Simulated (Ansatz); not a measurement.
**ZrO2 with two functionals, pressure 15 GPa**

Consider ZrO₂ in the fluorite structure (space group Fm-3m, No. 225; a = 5.1159 Å).

(Cell as relaxed with PBE.)

Levels (all Ansatz, an electronic-structure program, PAW, earlier PAW set): PBE (420 eV, scalar-relativistic without spin-orbit coupling); r2SCAN (500 eV, no SOC).

Each level relaxes its own structure.

| base | PBE | r2SCAN |
|---|---|---|
| volume per atom | 11.16 Å³ | 10.98 Å³ |
| lattice parameter a | 5.116 Å | 5.089 Å |
| band gap | 3.32 eV | 3.89 eV |

One thing is altered: a hydrostatic pressure of 15 GPa.

| quantity | PBE | r2SCAN |
|---|---|---|
| smallest direct gap | 3.95 eV | [?] |
| mean gap deformation potential ΔEg/Δln V | -2.8 eV | [?] |

What does r2SCAN give?


- smallest direct gap, r2SCAN: 4.49 eV
- mean gap deformation potential ΔEg/Δln V, r2SCAN: -3.1 eV

PBE's smallest direct gap lies 0.54 eV below r2SCAN's; PBE's mean gap deformation potential ΔEg/Δln V lies 0.3 eV above r2SCAN's. Neither level is exact; r2SCAN is the comparison here, not a measurement.

Load acts through the strain it causes; cell and atoms are relaxed under it. Whether these cells are dynamically stable was not tested. Competing high-pressure phases were not computed. This is not the structure that ZrO2 has at room temperature and ambient pressure.
